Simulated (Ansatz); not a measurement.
BiTe (R-3m, No. 166, 2 atoms in the cell; start mp-1227339; a measured phase of this formula has another space group) was calculated with PBEsol (Ansatz, an electronic-structure program, plane waves, PAW).

Numerical settings: plane-wave cutoff 520 eV, 14×14×14 k mesh, Fermi–Dirac smearing 0.05 eV, scalar-relativistic PAW data made under PBE.

Cell (relaxed at this level):

```xyz
2
Lattice="2.3998 1.3855 3.1948 -2.3998 1.3855 3.1948 0.0000 -2.7711 3.1948" Properties=species:S:1:pos:R:3 pbc="T T T"
Bi     0.0000     0.0000     4.7922
Te     0.0000     0.0000     0.0000
```

Task: Predict the bulk modulus.

Result: 
* **bulk modulus**: 45.5 GPa

The run finds no gap.

Note: the bulk modulus is −V dP/dV from two relaxed cells at ±2 % in volume; the relaxation could not lower the start's symmetry, so the cell can be a saddle point above a distorted one.

Spin–orbit coupling is not included; it can open a gap where bands touch, and shift volumes and moduli.

Computed values are for the static lattice.

Cost on a shared machine: around 3 core-minutes (rough).

A start named mp-… is a Materials Project structure, which need not be a measured phase.
